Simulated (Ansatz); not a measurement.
Ansatz (a program for electronic structure), DFT, r2SCAN, plane waves, its default PAW files, spin-polarised: CeO2 (from the phase in space group 225, mp-20194), 3 atoms, spin-polarised from a ferromagnetic start (1 μB on Ce), ending non-magnetic. Basis and mesh were picked for this test and aren't claimed converged.

```json
{
 "cell": "3.87, 3.87, 3.87 Å; 60, 60, 60°",
 "task": "single point",
 "k mesh": "6×6×6",
 "hamiltonian.xc": "r2scan",
 "kind_of_files": "paw",
 "scf.occupations.method": "fermi_dirac",
 "scf.occupations.width": "0.05 eV",
 "output.forces": "true",
 "magnetization.spin_polarized": "true",
 "binding of workers (--pin)": "off",
 "k-point pools (--kpoint-pools)": "1",
 "memory maximum (--max-ram)": "8GiB",
 "accuracy": "medium (default)",
 "basis.precision": "auto (default)",
 "basis.xc_grid": "4 (default)",
 "scf.eigensolver.kind": "auto (default)",
 "scf.convergence.dr2_threshold": "1e-07 (default)",
 "scf.lower_state_search": "light (default)",
 "k-points after symmetry (for each spin)": "16",
 "bands_at_the_start": "22",
 "electrons": "24",
 "plane waves at Γ": "1037",
 "cutoff (eV)": "500",
 "FFT grid": "30×30×30",
 "symmetry_operations": "48"
}
```

One run each.

All on 4 threads. Base settings, kept where nothing else is said: scf.mixing.algorithm = auto (default), scf.mixing.preconditioner = auto (default), scf.algorithm = auto (default) (scf.mixing.beta, scf.mixing.ndim, scf.mixing.q_tf, scf.mixing.beta_mag not set). The settings tried:
- scf.mixing.preconditioner = resta
- scf.mixing.algorithm = anderson
- scf.mixing.algorithm = broyden, scf.mixing.beta_mag = 2
- scf.mixing.algorithm = broyden, scf.mixing.preconditioner = kerker
- scf.mixing.preconditioner = kerker
- scf.mixing.algorithm = broyden, scf.mixing.beta = 0.1
- scf.mixing.preconditioner = ldos
- scf.algorithm = direct_min
- the base settings
- scf.mixing.algorithm = anderson, scf.mixing.ndim = 16
- scf.mixing.algorithm = broyden, scf.mixing.beta = 0.7
- scf.mixing.algorithm = broyden
- scf.mixing.ndim = 16
- scf.mixing.preconditioner = none
- scf.mixing.algorithm = msr1
- scf.mixing.algorithm = broyden, scf.mixing.beta_mag = 0.3
- scf.mixing.preconditioner = local_kerker
- scf.mixing.algorithm = broyden, scf.mixing.preconditioner = kerker, scf.mixing.q_tf = 0.5 1/Å
- scf.mixing.algorithm = broyden, scf.mixing.beta = 1
- scf.mixing.algorithm = broyden, scf.mixing.preconditioner = none
- scf.mixing.algorithm = anderson, scf.mixing.ndim = 4
- scf.mixing.preconditioner = kerker_dos
- scf.mixing.algorithm = broyden, scf.mixing.preconditioner = kerker, scf.mixing.q_tf = 1.5 1/Å
- scf.mixing.algorithm = broyden, scf.mixing.beta = 0.3
- scf.mixing.algorithm = anderson, scf.mixing.ndim = 1
- scf.mixing.ndim = 4

### Question
Name the extremes by SCF iterations: fewest, most, and any that don't converge.

### Answer
Fewest SCF iterations, with those close behind: scf.mixing.algorithm = msr1 (10); scf.mixing.algorithm = broyden, scf.mixing.beta = 1 (10); scf.mixing.algorithm = broyden, scf.mixing.beta = 0.7 (11). Most among those that reach the base run's result: scf.mixing.algorithm = anderson, scf.mixing.ndim = 1 (58). All converged. In the base run the program took: scf.mixing.algorithm Broyden, scf.eigensolver.kind band_cg, --slots 4.

```csv
setting,SCF iterations,applications of H to a band,end
scf.mixing.algorithm = msr1,10,16821,converged
"scf.mixing.algorithm = broyden, scf.mixing.beta = 1",10,18467,"converged, no check of stability"
"scf.mixing.algorithm = broyden, scf.mixing.beta = 0.7",11,19853,"converged, no check of stability"
the base settings,14,24227,"converged, no check of stability"
scf.mixing.algorithm = broyden,14,24227,"converged, no check of stability"
scf.mixing.algorithm = anderson,14,22711,"converged, no check of stability"
scf.mixing.preconditioner = none,14,24227,"converged, no check of stability"
scf.mixing.preconditioner = kerker_dos,14,24215,"converged, no check of stability"
scf.mixing.preconditioner = ldos,14,24212,"converged, no check of stability"
"scf.mixing.algorithm = broyden, scf.mixing.preconditioner = none",14,24227,"converged, no check of stability"
"scf.mixing.algorithm = broyden, scf.mixing.beta = 0.3",14,24227,"converged, no check of stability"
"scf.mixing.algorithm = anderson, scf.mixing.ndim = 16",14,24237,"converged, no check of stability"
scf.mixing.ndim = 16,14,24188,"converged, no check of stability"
"scf.mixing.algorithm = broyden, scf.mixing.preconditioner = kerker, scf.mixing.q_tf = 0.5 1/Å",14,21947,"converged, no check of stability"
"scf.mixing.algorithm = broyden, scf.mixing.beta_mag = 0.3",14,24227,"converged, no check of stability"
"scf.mixing.algorithm = broyden, scf.mixing.beta_mag = 2",14,24227,"converged, no check of stability"
scf.mixing.preconditioner = local_kerker,15,26519,"converged, no check of stability"
"scf.mixing.algorithm = broyden, scf.mixing.preconditioner = kerker, scf.mixing.q_tf = 1.5 1/Å",15,24113,"converged, no check of stability"
scf.algorithm = direct_min,15,90483,converged
scf.mixing.preconditioner = kerker,17,27081,"converged, no check of stability"
scf.mixing.preconditioner = resta,17,28471,"converged, no check of stability"
"scf.mixing.algorithm = broyden, scf.mixing.preconditioner = kerker",17,27081,"converged, no check of stability"
"scf.mixing.algorithm = anderson, scf.mixing.ndim = 4",18,28355,"converged, no check of stability"
scf.mixing.ndim = 4,20,32651,"converged, no check of stability"
"scf.mixing.algorithm = broyden, scf.mixing.beta = 0.1",21,31467,"converged, no check of stability"
"scf.mixing.algorithm = anderson, scf.mixing.ndim = 1",58,62038,"converged, no check of stability"
```

An iteration's cost differs between solvers, so these counts don't give the time.

Keys are those of Ansatz 0.2.
